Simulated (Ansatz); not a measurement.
# Ti: response to strain

Take Ti in the hcp (Mg type) structure (space group P6_3/mmc, No. 194; a = 2.864 Å, c = 4.537 Å; relaxed with 0.1 eV smearing) as the base.

Strains are applied to the cell and any free atomic positions relax.

Level of theory: LDA in Ansatz (plane waves to 420 eV, PAW, no spin-orbit coupling).

Notes on the quantities. pressure: mean of the normal stresses, compression positive.

| isotropic strain (%) | pressure (GPa) |
|---|---|
| -3 | 13.5 |
| -2.5 | 10.9 |
| -1.5 | 6.2 |
| -1 | 4.0 |
| -0.5 | 1.9 |
| 0 | 0.0 |
| 1.5 | -5.2 |
| 2 | ? |
| 3 | -9.6 |

Question: Fit P = P₀ − Bδ + Cδ² with δ = (1 + ε)³ − 1 to the rows shown and predict the withheld row.

Answer: Least squares on the printed values gives P₀ = 0.0 GPa, B = 129 GPa (at held cell shape), C = 287 GPa (largest residual 0.1 GPa); this predicts -6.9 GPa, and the run gives -6.7 GPa, 0.2 higher.

Stability against distortions was not tested. The final runs are not spin-polarised.

Ansatz is a program for electronic structure.
